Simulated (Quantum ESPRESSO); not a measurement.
Quantum ESPRESSO run on Ta3O5F5 (Immm, 13 atoms in the cell): self-consistent single point.

Computed with PBEsol, GBRV 1.5 ultrasoft (PBESOL) pseudopotentials (plane waves; Quantum ESPRESSO).

```
Ta3(OF)5
1.0
    1.97042     2.00720    12.50755
   -1.97042     2.00720    12.50755
   -1.97042    -2.00720    12.50755
Ta O F
3 5 5
Direct
  0.00000   0.00000   0.00000
  0.15515   0.00000   0.15515
  0.84485   0.00000   0.84485
  0.34584   0.50000   0.84584
  0.65416   0.50000   0.15416
  0.00000   0.50000   0.50000
  0.07766   0.00000   0.07766
  0.92234   0.00000   0.92234
  0.15638   0.50000   0.65638
  0.84362   0.50000   0.34362
  0.23141   0.00000   0.23141
  0.76859   0.00000   0.76859
  0.50000   0.50000   0.00000
```

Reference input (self-consistent single point, DFT, PBEsol, plane waves, GBRV 1.5 ultrasoft (PBESOL) pseudopotentials): ecutwfc = 40 Ry; ecutrho = 320 Ry; occupations = fixed; potentials = {Ta: ta_pbesol_v1.uspp.F.UPF, O: o_pbesol_v1.2.uspp.F.UPF, F: f_pbesol_v1.4.uspp.F.UPF}; K_POINTS = automatic 6 6 6 0 0 0; nbnd = 60; conv_thr = 1e-10 Ry; mixing_beta = 0.3. This run's input differs from it in these lines:

```diff
@@ -20,3 +20,3 @@
 &ELECTRONS
- conv_thr = 1.0d-10
+ conv_thr = 1.0d-5
  mixing_beta = 0.3
```

Output (repeated stretches shortened):

```
     Self-consistent Calculation

     iteration #  1     ecut=    40.00 Ry     beta= 0.30

     negative rho (up, down):  2.854E-01 0.000E+00

     total energy              =    -829.41681623 Ry
     estimated scf accuracy    <       4.45376340 Ry

     iteration #  2     ecut=    40.00 Ry     beta= 0.30

     negative rho (up, down):  2.884E-01 0.000E+00

     total energy              =    -830.20149943 Ry
     estimated scf accuracy    <       0.12616413 Ry

     iteration #  3     ecut=    40.00 Ry     beta= 0.30

     negative rho (up, down):  2.907E-01 0.000E+00

     total energy              =    -830.23059158 Ry
     estimated scf accuracy    <       0.07556783 Ry

   [... 4 blocks of this kind left out ...]

     iteration #  8     ecut=    40.00 Ry     beta= 0.30

     negative rho (up, down):  2.957E-01 0.000E+00

     total energy              =    -830.23971476 Ry
     estimated scf accuracy    <       0.00001107 Ry

     iteration #  9     ecut=    40.00 Ry     beta= 0.30

     negative rho (up, down):  2.957E-01 0.000E+00
     End of self-consistent calculation

     highest occupied, lowest unoccupied level (ev):     3.8482    6.0245

!    total energy              =    -830.23971427 Ry
     estimated scf accuracy    <       0.00000313 Ry

     convergence has been achieved in   9 iterations

     negative rho (up, down):  2.957E-01 0.000E+00

     Forces acting on atoms (cartesian axes, Ry/au):

     atom    1 type  1   force =     0.00000000    0.00000000    0.00000000
     atom    2 type  1   force =     0.00000000    0.00000000    0.00763993
     atom    3 type  1   force =     0.00000000   -0.00000000   -0.00763993
     atom    4 type  2   force =    -0.00000000    0.00000000   -0.00174965
     atom    5 type  2   force =     0.00000000    0.00000000    0.00174965
     atom    6 type  2   force =    -0.00000000    0.00000000   -0.00000000
   [... lines left out ...]
     Total force =     0.035493     Total SCF correction =     0.003575
   [... lines left out ...]

     negative rho (up, down):  2.957E-01 0.000E+00
          total   stress  (Ry/bohr**3)                   (kbar)     P=      -53.78
  -0.00035232   0.00000000   0.00000000          -51.83        0.00        0.00
   0.00000000  -0.00033974  -0.00000000            0.00      -49.98       -0.00
   0.00000000  -0.00000000  -0.00040472            0.00       -0.00      -59.54

   JOB DONE.
```

The run converged in 9 iterations. Against the reference run the free energy hardly moves (within 1 meV/atom), the pressure goes from -5.22 to -5.38 GPa, the largest force moves little (0.619 to 0.613 eV/Å) and the gap on the mesh moves little (2.179 to 2.176 eV). The full log also holds: “SCF correction compared to forces is large: reduce conv_thr to get better values”.

The starting cell comes from a database of computed structures (which also holds hypothetical and non-ambient phases and stackings), without a prior relaxation at this level. Spin-orbit coupling is off. With a pressure of about -5 GPa the cell is away from its equilibrium volume at this level.

Cost on one core of a shared machine: roughly 20 min.
